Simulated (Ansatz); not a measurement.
# Effective masses and thermopower of LiF under load (space group R-3m)

Input:

```xyz
2
Lattice="0.0126 2.0029 2.0029 2.0029 0.0126 2.0029 2.0029 2.0029 0.0126" Properties=species:S:1:pos:R:3 pbc="T T T"
Li     0.0000     0.0000     0.0000
F      2.0092     2.0092     2.0092
```

Calculation: r2SCAN, rigid bands (plane waves, PAW, scalar-relativistic; Ansatz, a program for electronic structure). Condition of this run: biaxial stress in (111) of 1.2 GPa (compression positive) (the target of the relaxation). How the cell was made: cell and atoms relaxed with PBEsol, then loaded as said.

```json
{
  "band_gap": "10.29 eV",
  "electron conductivity mass (300 K, dilute)": "0.90 mₑ",
  "hole conductivity mass (300 K, dilute)": "3.6 mₑ",
  "effective density of states N_c (300 K)": "2.2e19 cm⁻³",
  "effective density of states N_v (300 K)": "1.4e21 cm⁻³",
  "density_of_states_mass_electrons": "0.90 mₑ",
  "density_of_states_mass_holes": "14.6 mₑ",
  "Seebeck coefficient, n-type 1e19 cm⁻³, 300 K": "-282 μV/K",
  "best n-type power factor at 300 K for τ = 10 fs (best axis; densities from 1e16 to 1e21 cm⁻³ tried, whether or not they can be reached)": "3.9 μW/(cm·K²) at 1e20 cm⁻³",
  "Seebeck coefficient, p-type 1e19 cm⁻³, 300 K": "640 μV/K"
}
```

Rigid bands; masses and Seebeck coefficients take one relaxation time τ for all states and one kind of carrier; polarons and phonon drag are left out. Spin-orbit coupling is left out. Geometry: cell and atoms relaxed with PBEsol.
